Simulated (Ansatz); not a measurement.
A computed series for Al: pressure series

The reference is Al in the fcc (Cu type) structure (space group Fm-3m, No. 225).

```
Al
1.0
    0.00000     2.01999     2.01999
    2.01999     0.00000     2.01999
    2.01999     2.01999     0.00000
Al
1
Direct
  0.00000   0.00000   0.00000
```

Cell and atoms are relaxed at each pressure.

Levels (all Ansatz, a quantum-chemistry and plane-wave program, PAW, earlier PAW set): PBE (420 eV, without spin-orbit coupling); r2SCAN (500 eV, without spin-orbit coupling).

The base cell above is that of PBE; each level relaxes its own structures.

```tsv
case	lattice parameter a, PBE	lattice parameter a, r2SCAN
pressure −2 GPa	4.078 Å	4.021 Å
pressure −1 GPa	4.058 Å	4.005 Å
pressure 1.8 GPa	4.010 Å	3.966 Å
pressure 4.2 GPa	3.975 Å	3.937 Å
pressure 9 GPa	3.915 Å	3.885 Å
pressure 18 GPa	3.829 Å	3.807 Å
pressure 30 GPa	3.741 Å	3.726 Å
pressure 45 GPa	3.657 Å	3.646 Å
pressure 60 GPa	3.590 Å	3.582 Å
```

PBE lies above r2SCAN in every row, by 0.009 Å to 0.057 Å. They put the cases in the same order.

Load acts through the strain it causes; cell and atoms are relaxed under it. No phonon test of stability was made. Competing high-pressure phases were not computed.
